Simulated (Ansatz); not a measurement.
Input:

```yaml
crystal:
  lattice:
    - [0.00000, 2.37024, 2.20780]
    - [2.37024, 0.00000, 2.20780]
    - [2.37024, 2.37024, 0.00000]
  atoms:
    - { symbol: B, position: [0.00000, 0.00000, 0.00000] }
    - { symbol: P, position: [0.25000, 0.25000, 0.25000] }
```

These are r2SCAN with spin-orbit coupling, rigid bands (plane waves, PAW; Ansatz, a program for electronic structure) values and carry that method's errors. Condition of this run: biaxial stress in (001) of -16 GPa (compression positive) (the target of the relaxation). Cell: cell and atoms relaxed with PBEsol, then loaded as said.

Problem. Predict the electron conductivity mass (n e² τ/σ) at 300 K, by direction if it differs.

Solution. 0.23 (x), 0.23 (y), 1.07 (z) mₑ.

Problem. What conductivity effective mass do dilute holes have at 300 K?

Solution. 0.24 (x), 0.24 (y), 0.36 (z) mₑ.

Problem. And the band gap?

Solution. 0.43 eV at this level; semilocal functionals usually fall short of the measured gap.

Rigid bands, one relaxation time for all states, no polarons. Geometry: cell and atoms relaxed with PBEsol.
